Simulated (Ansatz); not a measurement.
The starting structures come from a database of crystals and need not be the phases stable at ambient conditions.

Tunnelling through a barrier is set by its complex band structure: the current falls as exp(−2κd) with the smallest κ.

```yaml
crystal:
  lattice:
    - [3.06094, 0.00000, 0.00000]
    - [0.00000, 4.80732, 0.00000]
    - [1.53047, 0.00000, 2.65085]
  atoms:
    - { symbol: Li, position: [0.33333, 0.61885, 0.33333] }
    - { symbol: Li, position: [0.66667, 0.11885, 0.66667] }
    - { symbol: F, position: [0.33333, 0.00616, 0.33333] }
    - { symbol: F, position: [0.66667, 0.50616, 0.66667] }
```

Space group of this cell: P6_3mc, wurtzite. The cell is taken as given; by r2SCAN its mean pressure is 0.6 GPa.

Transport runs along the normal of the first two printed cell vectors, the (100) plane of the conventional cell.

The gap is the functional's own, uncorrected, and κ follows it; spin-orbit coupling is left out. Mid-gap values are interpolated between the computed energies.

Estimate the band gap and the smallest decay constant κ at mid-gap that r2SCAN (Ansatz, an electronic-structure program) returns for this system.

Gap 8.66 eV on a 12×6×12 mesh; κ = 0.708 1/Å, at the zone centre.
